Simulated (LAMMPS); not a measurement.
LAMMPS 22 Jul 2025, classical MD, EAM (Finnis-Sinclair form) (Al_mm.eam.fs): Al, 5324 atoms.

```json
{
 "task": "MD, nve",
 "potential": "EAM (Finnis-Sinclair form), Al_mm.eam.fs",
 "copies_of_the_repeat_unit": "11×11×11",
 "shape (slab and sphere leave vacuum in the box)": "bulk",
 "steps": "2000",
 "timestep": "2 fs",
 "thermo": "50",
 "newton": "on (default)",
 "atom_modify sort (bins of 2 Å where set)": "1000 (default)",
 "comm_style": "brick (default)",
 "box": "44.5 × 44.5 × 44.5 Å",
 "start": "generated fcc lattice, warmed in an untimed run"
}
```

All runs start from one configuration, warmed at this fixed volume for 1000 steps under a thermostat at 300 K. The run at a skin of 2 Å has a mean temperature of 303 K and a mean pressure of 1.5 GPa.

One run each, on a shared machine, so no times are given.

With neigh_modify every 1 delay 0 check yes, skins of 0.1, 0.3, 0.5, 1, 1.5, 2, 3 Å were run. Further schedules:
- skin 1 Å, every 10 delay 0 check yes
- skin 0.3 Å, every 10 delay 0 check yes
- skin 0.3 Å, every 100 delay 0 check no
- skin 1 Å, every 1 delay 10 check yes
- skin 2 Å, every 20 delay 0 check no
- skin 0.3 Å, every 1 delay 10 check yes
- skin 0.3 Å, every 20 delay 0 check no

A schedule rebuilds too seldom if it shows a dangerous build, rebuilds less often than the check at every step does at that skin, or fails.

Task: Which schedules can miss pairs here, and how do rebuilds depend on the skin?

Result: With the check at every step the rebuilds are 996 at 0.1 Å, 340 at 0.3 Å, 207 at 0.5 Å, 97 at 1 Å, 9 at 1.5 Å, 0 at 2 Å, 0 at 3 Å. Too seldom: skin 1 Å, every 10 delay 0 check yes; skin 0.3 Å, every 10 delay 0 check yes; skin 0.3 Å, every 100 delay 0 check no; skin 0.3 Å, every 1 delay 10 check yes; skin 0.3 Å, every 20 delay 0 check no.

| setting | rebuilds | dangerous builds | list entries an atom | change of the total energy (meV/atom) |
|---|---|---|---|---|
| skin 0.1 Å, every 1 delay 0 check yes | 996 | — | 38.1 | under 0.001 |
| skin 0.3 Å, every 1 delay 0 check yes | 340 | — | 39.2 | under 0.001 |
| skin 0.5 Å, every 1 delay 0 check yes | 207 | — | 40.8 | under 0.001 |
| skin 1 Å, every 1 delay 0 check yes | 97 | — | 49.6 | under 0.001 |
| skin 1.5 Å, every 1 delay 0 check yes | 9 | — | 67.7 | under 0.001 |
| skin 2 Å, every 1 delay 0 check yes | 0 | — | 74.4 | under 0.001 |
| skin 3 Å, every 1 delay 0 check yes | 0 | — | 106 | under 0.001 |
| skin 1 Å, every 10 delay 0 check yes | 78 | 0 | 49.6 | under 0.001 |
| skin 0.3 Å, every 10 delay 0 check yes | 200 | 200 | 39.2 | under 0.001 |
| skin 0.3 Å, every 100 delay 0 check no | 20 | not counted | 39.2 | +0.084 |
| skin 1 Å, every 1 delay 10 check yes | 97 | 0 | 49.6 | under 0.001 |
| skin 2 Å, every 20 delay 0 check no | 100 | not counted | 74.4 | under 0.001 |
| skin 0.3 Å, every 1 delay 10 check yes | 200 | 200 | 39.2 | under 0.001 |
| skin 0.3 Å, every 20 delay 0 check no | 100 | not counted | 39.2 | +0.038 |

Where the energy changes as in the checked runs, the late rebuilds cost nothing that shows in this run. List entries are as LAMMPS prints them (Ave neighs/atom).
